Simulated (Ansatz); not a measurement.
# CsCl-type CaO (model structure) (like a known high-pressure phase): properties by level of theory

| level (code) | lattice constant a (Å) | formation enthalpy (eV/atom) |
|---|---|---|
| LDA (Ansatz) | 2.848 | -2.895 |
| PBE (Ansatz) | 2.934 | -2.455 |
| PBEsol (Ansatz) | 2.888 | -2.582 |
| r²SCAN (Ansatz) | 2.903 | -2.742 |

Ansatz's density-functional and Hartree–Fock values are scalar-relativistic unless marked +SOC, with PAW data made under PBE.

Computed values are for the static lattice.

A model structure was made by putting elements into a prototype or built by hand; it is no filed structure, need not be a known phase, and can be a saddle point held by its symmetry.

Ansatz is a quantum-chemistry and plane-wave program.
